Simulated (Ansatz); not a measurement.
GaP (model structure, started from the BN type, Pm-3n, No. 223, 12 atoms in the cell)

Calculation: r²SCAN (Ansatz, a program for electronic structure, plane waves, PAW).

Settings: plane-wave cutoff 560 eV, 6×6×6 k mesh, Fermi–Dirac smearing 0.01 eV, scalar-relativistic PAW data made under PBE.

Cell (relaxed with PBEsol):

```cif
data_Ga6P6
_chemical_formula_sum 'Ga6 P6'
_space_group_name_H-M_alt 'P 1'
_space_group_IT_number 1
_cell_length_a 6.70601
_cell_length_b 6.70601
_cell_length_c 6.70601
_cell_angle_alpha 90.000
_cell_angle_beta 90.000
_cell_angle_gamma 90.000
loop_
_space_group_symop_operation_xyz
  'x, y, z'
loop_
_atom_site_label
_atom_site_type_symbol
_atom_site_fract_x
_atom_site_fract_y
_atom_site_fract_z
_atom_site_occupancy
Ga1 Ga 0.25000 0.00000 0.50000 1
Ga2 Ga 0.50000 0.25000 0.00000 1
Ga3 Ga 0.50000 0.75000 0.00000 1
Ga4 Ga 0.75000 0.00000 0.50000 1
Ga5 Ga 0.00000 0.50000 0.75000 1
Ga6 Ga 0.00000 0.50000 0.25000 1
P1 P 0.25000 0.50000 0.00000 1
P2 P 0.00000 0.25000 0.50000 1
P3 P 0.00000 0.75000 0.50000 1
P4 P 0.75000 0.50000 0.00000 1
P5 P 0.50000 0.00000 0.75000 1
P6 P 0.50000 0.00000 0.25000 1
```

```json
{
  "band_gap": "1.12 eV (indirect)",
  "smallest_direct_gap_on_the_k_points_sampled": "1.29 eV",
  "direct gap at Γ": "1.34 eV"
}
```

Note: the relaxation could raise the start's symmetry but not lower it, so the cell can be a saddle point; cell and atoms aren't relaxed at this level (pressure 0.4 GPa).

Spin–orbit coupling is not included.

Cost on a shared machine: roughly 80 core-seconds.

A model structure was made by putting elements into a prototype or built by hand; it is no filed structure, need not be a known phase, and can be a saddle point held by its symmetry.
